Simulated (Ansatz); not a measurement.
Base system: TiC in the rock salt structure (space group Fm-3m, No. 225; relaxed with 0.1 eV smearing).

```xyz
2
Lattice="0.0000 2.1305 2.1305 2.1305 0.0000 2.1305 2.1305 2.1305 0.0000" Properties=species:S:1:pos:R:3 pbc="T T T"
Ti     0.0000     0.0000     0.0000
C      2.1305     2.1305     2.1305
```

Cartesian axes are those of the cell as printed.

The values are results of LDA (Ansatz, a first-principles code; PAW; 420 eV plane waves; scalar-relativistic without spin-orbit coupling), not measurements.

Now apply this change: tensile biaxial strain of 1.25 % in the plane normal to [111], as in epitaxy on a mismatched substrate; the out-of-plane cell vector and the atoms relax.

Task: Estimate the effect on the in-plane stress, out-of-plane strain and energy relative to the base.

Result: The mean in-plane stress (compression positive) is -6.9 GPa; the out-of-plane strain is -0.78 %; the energy increases by 5.3 meV/atom.

No phonon test of stability was made. The final runs are not spin-polarised.
